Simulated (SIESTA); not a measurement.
SIESTA run on HfO₂ (P4_2/nmc, 6 atoms in the cell): self-consistent single point.

Method of the run: GGA PBE+U, numerical atomic orbitals DZP, PseudoDojo PBE standard norm-conserving potentials (rewritten from UPF to PSML) run with SIESTA 5.4.2.

```
HfO2
1.0
    3.55624     0.00000     0.00000
    0.00000     3.55624     0.00000
    0.00000     0.00000     5.16927
Hf O
2 4
Direct
  0.50000   0.50000   0.50000
  0.00000   0.00000   0.00000
  0.00000   0.50000   0.69721
  0.00000   0.50000   0.19721
  0.50000   0.00000   0.80279
  0.50000   0.00000   0.30279
```

Reference input (self-consistent single point, DFT, GGA PBE, numerical atomic orbitals DZP, PseudoDojo PBE standard norm-conserving potentials (rewritten from UPF to PSML)): XC.functional = GGA; XC.authors = PBE; potentials = PseudoDojo PBE standard; PAO.BasisSize = DZP; PAO.EnergyShift = 0.01 Ry; MeshCutoff = 300 Ry; kgrid.MonkhorstPack = 5 5 4; OccupationFunction = FD; ElectronicTemperature = 580.23 K; MaxSCFIterations = 150; SCF.Mixer.Method = Broyden; SCF.Mixer.Weight = 0.25. This run's input differs from it in these lines:

```diff
@@ -38,2 +38,11 @@
 ElectronicTemperature        580.23 K
+DFTU.ProjectorGenerationMethod 2
+DFTU.CutoffNorm              0.9
+DFTU.FirstIteration          true
+%block DFTU.proj
+  Hf 1
+  n=5 2
+  2.00 0.00
+  0.00 0.00
+%endblock DFTU.proj
```

Output (repeated stretches shortened):

```
        iscf     Eharris(eV)        E_KS(eV)     FreeEng(eV)     dDmax    Ef(eV) dHmax(eV)
   scf:    1    -4843.911439    -4862.945962    -4862.945962  1.550853 -2.252424  9.374086
   scf:    2    -4880.280481    -4873.447474    -4873.447474  0.221113 -4.138892  3.961849
   scf:    3    -4875.149812    -4874.818542    -4874.818542  0.136947 -2.377618  0.974148
   scf:    4    -4874.792626    -4874.825878    -4874.825878  0.060171 -2.840324  0.506452
   scf:    5    -4874.830512    -4874.871753    -4874.871753  0.036434 -3.177857  0.299900
   scf:    6    -4874.883316    -4874.876154    -4874.876154  0.012340 -3.067914  0.048801
   [... lines left out ...]
hubbard_term: recalculating local occupations   20
hubbard_term: maximum change in local occup.    0.000057
   scf:   25    -4874.741541    -4874.741541    -4874.741541  0.000016 -2.989263  0.000206
hubbard_term: recalculating local occupations   21
hubbard_term: maximum change in local occup.    0.000057
   scf:   26    -4874.741543    -4874.741543    -4874.741543  0.000010 -2.989291  0.000145
hubbard_term: recalculating local occupations   22
hubbard_term: maximum change in local occup.    0.000057
   scf:   27    -4874.741545    -4874.741545    -4874.741545  0.000007 -2.989321  0.000105
SCF Convergence by DM+H criterion
max |DM_out - DM_in|         :     0.0000068058
max |H_out - H_in|      (eV) :     0.0001048267
DFT+U population converged by dTol_pop criteria:
max |pop(DFT+U)_i - pop(DFT+U)_j|:     0.0000573593
SCF cycle converged after 27 iterations

Using DM_out to compute the final energy and forces
hubbard_term: recalculating local occupations   23
hubbard_term: maximum change in local occup.    0.000057
hubbard_term: recalculating Hamiltonian and forces

siesta: E_KS(eV) =            -4874.7418

siesta: E_KS - E_eggbox =     -4874.7418

siesta: Atomic forces (eV/Ang):
     1   -0.000000    0.000000    0.000000
     2    0.000000    0.000000   -0.000000
     3    0.000000    0.000000    0.619080
     4    0.000000   -0.000000    0.619080
     5    0.000000    0.000000   -0.619080
   [... lines left out ...]
siesta: FreeEng =     -4874.741831
siesta: Cell volume =         65.375033 Ang**3
siesta:         151.56103582        157.08136655  kBar
   [... lines left out ...]
   4  6.631   1.753  -0.003   1.716   1.768   1.754  -0.113  -0.142  -0.135
   [... 5 lines left out ...]

mulliken: Qtot =       48.000

Mulliken Atomic Populations:
Atom #   charge [q] valence [e]  Species
     1     1.261253   10.738747  Hf
     2     1.261253   10.738747  Hf
     3    -0.630626    6.630626  O
     4    -0.630626    6.630626  O
     5    -0.630626    6.630626  O
     6    -0.630626    6.630626  O
 Total     0.000000
```

The run converged in 27 iterations. Against the reference run the pressure goes from 11.62 to 15.16 GPa, the largest force goes from 0.376 to 0.619 eV/Å and the gap on the mesh goes from 4.550 to 4.964 eV.

The starting cell comes from a database of computed structures (which also holds hypothetical and non-ambient phases and stackings), without a prior relaxation at this level. Its lattice was rescaled by a random factor within 2.5 % of one. Spin-orbit coupling is off. Spin polarisation is off. The U value is a test value, and with U on an open shell several self-consistent states can exist. Values carry the incompleteness of an atom-centred basis. With a pressure of about 15 GPa the cell is away from its equilibrium volume at this level.

Cost on one core of a shared machine: roughly 2 min.
